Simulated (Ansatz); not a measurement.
## ZnSnN2 (Pna2₁, No. 33, 16 atoms in the cell; start mp-1029469)

Calculation: r²SCAN+SOC (Ansatz, an electronic-structure program, plane waves, PAW).

Numerical settings: plane-wave cutoff 560 eV, 6×4×6 k mesh (along the axes of the cell as run), Fermi–Dirac smearing 0.01 eV, PAW data made under PBE.

Cell (relaxed with PBEsol):

```yaml
crystal:
  lattice:
    - [5.83326, 0.00000, 0.00000]
    - [0.00000, 6.71235, 0.00000]
    - [0.00000, 0.00000, 5.46603]
  atoms:
    - { symbol: Zn, position: [0.58299, 0.87494, 0.99905] }
    - { symbol: Zn, position: [0.41701, 0.12506, 0.49905] }
    - { symbol: Zn, position: [0.91701, 0.37494, 0.49905] }
    - { symbol: Zn, position: [0.08299, 0.62506, 0.99905] }
    - { symbol: Sn, position: [0.58842, 0.37513, 0.99933] }
    - { symbol: Sn, position: [0.41158, 0.62487, 0.49933] }
    - { symbol: Sn, position: [0.91158, 0.87513, 0.49933] }
    - { symbol: Sn, position: [0.08842, 0.12487, 0.99933] }
    - { symbol: N, position: [0.58341, 0.37311, 0.37944] }
    - { symbol: N, position: [0.41659, 0.62689, 0.87944] }
    - { symbol: N, position: [0.91659, 0.87311, 0.87944] }
    - { symbol: N, position: [0.08341, 0.12689, 0.37944] }
    - { symbol: N, position: [0.57884, 0.87699, 0.37216] }
    - { symbol: N, position: [0.42116, 0.12301, 0.87216] }
    - { symbol: N, position: [0.92116, 0.37699, 0.87216] }
    - { symbol: N, position: [0.07884, 0.62301, 0.37216] }
```

| Property | Result |
|---|---|
| band gap | 0.51 eV (on the SCF k mesh) |

Note: cell and atoms aren't relaxed at this level (largest force component 0.13 eV/Å, pressure 0.7 GPa).

The computed numbers hold no vibrational or temperature effects.

The result took roughly 17 core-minutes.

A start named mp-… is a Materials Project structure, which need not be a measured phase.
